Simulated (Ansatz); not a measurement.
**Effect of isotropic strain −1.50 % on KCl**

The reference is KCl in the rock salt structure (space group Fm-3m, No. 225; a = 6.2427 Å).

The change: an isotropic linear strain of −1.50 %, atoms relaxed at fixed cell.

Computed with plane-wave PAW DFT at the PBEsol level (Ansatz, a first-principles code, 420 eV), spin-orbit coupling left out. Settings: 9×9×9 k-points, 0.05 eV Fermi–Dirac smearing.

```csv
quantity,base,changed,shift
volume per atom,30.41 Å³,29.06 Å³,-1.35 Å³
shortest interatomic distance,3.121 Å,3.075 Å,-0.0468 Å
energy relative to the base (free energy F),0 meV/atom,+3.8 meV/atom,+3.8 meV/atom
pressure,0.01 GPa,0.95 GPa,+0.94 GPa
band gap,5.10 eV,5.26 eV,+0.152 eV
gap character,direct at Γ,direct at Γ,–
mean gap deformation potential ΔEg/Δln V,–,-3.4 eV,–
width of the top valence band,0.50 eV,0.52 eV,+0.02 eV
electron mass,0.43 mₑ (at Γ),0.43 mₑ (at Γ),–
"valley order (the lowest conduction-band minima on the path, energy above the VBM, named in the base's zone)",Γ 5.10 eV; X along ⟨100⟩ 6.37 eV,Γ 5.26 eV; X along ⟨100⟩ 6.31 eV,–
```

Final structure:

```yaml
crystal:
  lattice:
    - [0.00000, 3.07453, 3.07453]
    - [3.07453, 0.00000, 3.07453]
    - [3.07453, 3.07453, 0.00000]
  atoms:
    - { symbol: K, position: [0.00000, 0.00000, 0.00000] }
    - { symbol: Cl, position: [0.50000, 0.50000, 0.50000] }
```

Effective masses come from finite differences of ±0.01 Å⁻¹. Stability against distortions was not tested.
